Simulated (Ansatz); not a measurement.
```yaml
crystal:
  lattice:
    - [-0.02184, 3.00100, 2.93227]
    - [2.90664, 0.02446, 2.88596]
    - [2.94363, 2.99168, -0.01252]
  atoms:
    - { symbol: S, position: [0.74738, 0.75376, 0.74860] }
    - { symbol: Cd, position: [0.00262, 0.99624, 0.00140] }
```

No spin polarisation.

Method: PBEsol in Ansatz (plane waves to 420 eV, PAW, spin-orbit coupling left out). Γ-centred 10×10×10 mesh, Fermi–Dirac width 0.05 eV.

Problem. Predict the band gap, valence-band top at Γ, gap character and pressure.

Solution. 
- Band gap = 0.88 eV
- Valence-band top at Γ (three highest levels, from the VBM) = 0.00, -0.08, -0.11 eV
- Gap character = direct at Γ
- Pressure (mean of the normal stresses, compression positive) = -1.93 GPa

The cells carry an imposed strain or load. Stability against distortions was not tested. The cell was made from CdS in the zinc blende structure (space group F-43m, No. 216) by this change: strain tensor (xx, yy, zz, yz, xz, xy) = (+0.82, +2.47, +0.11, +0.58, −1.01, +0.26) %.

Ansatz is an electronic-structure program.
